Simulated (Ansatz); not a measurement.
Cells marked so need not be the phases stable at ambient conditions, and some may be hypothetical.

The gap is the functional's own. No spin-orbit coupling. Mid-gap values are interpolated on the energy grid.

A. SiO2 (P4_2/mnm, rutile, 6 atoms a cell, 7.9 Å³ an atom, -5 GPa at this level), along the normal of (100)
B. ZnS (P6_3mc, wurtzite, 4 atoms a cell, 19.6 Å³ an atom), along the normal of (001)
C. MgO (P6_3/mmc, not sure to be the ambient phase, 4 atoms a cell, 11.0 Å³ an atom), along the normal of (001)

Task: Rank these by mid-gap decay constant of the slowest evanescent state (lowest first), as r2SCAN (Ansatz, a first-principles code) gives it.

Result: B (0.18 1/Å), C (0.33 1/Å), A (0.42 1/Å)
